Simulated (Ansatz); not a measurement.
One base run on YNi (Pnma, 8 atoms in the cell) and variants with one or two settings moved

```
CELL_PARAMETERS angstrom
      7.15600     0.00000     0.00000
      0.00000     4.12400     0.00000
      0.00000     0.00000     5.51500
ATOMIC_POSITIONS crystal
  Y  0.17980 0.25000 0.13250
  Y  0.32020 0.75000 0.63250
  Y  0.67980 0.25000 0.36750
  Y  0.82020 0.75000 0.86750
  Ni 0.03570 0.25000 0.62330
  Ni 0.46430 0.75000 0.12330
  Ni 0.53570 0.25000 0.87670
  Ni 0.96430 0.75000 0.37670
```
Moments meant for the start (each program seeds them in its own way; μB, in the order of the atoms Y Y Y Y Ni Ni Ni Ni): 0.0 0.0 0.0 0.0 2.0 2.0 2.0 2.0.

Base run A: PBEsol, default PAW files made with PBE (Ansatz, a quantum-chemistry and plane-wave program), self-consistent single point.

Its settings: basis.ecutwfc = 30.9 Ry; kpoints.mp_grid.grid = 3 5 4; hamiltonian.xc = pbesol; hamiltonian.pseudopotentials = {kind: paw} (the program's default PAW files); magnetization.spin_polarized = true; scf.occupations.method = fermi_dirac; scf.occupations.width = 0.0073 Ry.

The starting cell comes from a database of published, mostly measured structures (it also holds non-ambient and calculated ones), without a prior relaxation at this level. The starting moments vanished: the run ended non-magnetic, which need not be the lowest state. The program warned that a starting moment was not kept. In the base run, with a pressure of about -4 GPa the cell is away from its equilibrium volume at this level. Ansatz's pressure includes its estimate of the finite-basis (Pulay) stress.

ΔF is the free energy per atom less that of run A. 

```tsv
run	change	ΔF (meV/atom)	pressure (GPa)	largest force (eV/Å)	k-points	valence electrons
A	base	0.00	-4.13	0.155	18	116
B	kpoints.mp_grid.grid: 3 5 4 → 2 4 3	-4.7	-4.16	0.118	12	116
C	kpoints.mp_grid.grid: 3 5 4 → 2 3 2	6.6	-3.66	0.175	8	116
D	scf.occupations.width: 0.0073 Ry → 0.022 Ry	-109.9	-3.30	0.230	18	116
E	opposed starting moments (0 0 0 0 2 2 -2 2 μB)	0.00	-4.13	0.155	21	116
F	2 x 1 x 1 supercell, mesh divided and rounded up; kpoints.mp_grid.grid: 3 5 4 → 2 5 4	0.44	-4.14	0.151	18	232
G	scf.mixing.preconditioner: default (the program chose Kerker) → resta; scf.mixing.eps_inf: default → 3	0.00	-4.13	0.155	18	116
```

Run B against A: The free energy falls by 4.7 meV/atom, the pressure stays near -4.16 GPa while the yy stress (positive for compression) goes from -4.10 to -3.35 GPa and the largest force goes from 0.155 to 0.118 eV/Å.

Run F against A: The free energy stays essentially unchanged (within 1 meV/atom), the pressure hardly changes (-4.13 to -4.14 GPa) and the largest force hardly changes (0.155 to 0.151 eV/Å).

Keys are those of Ansatz 0.2.
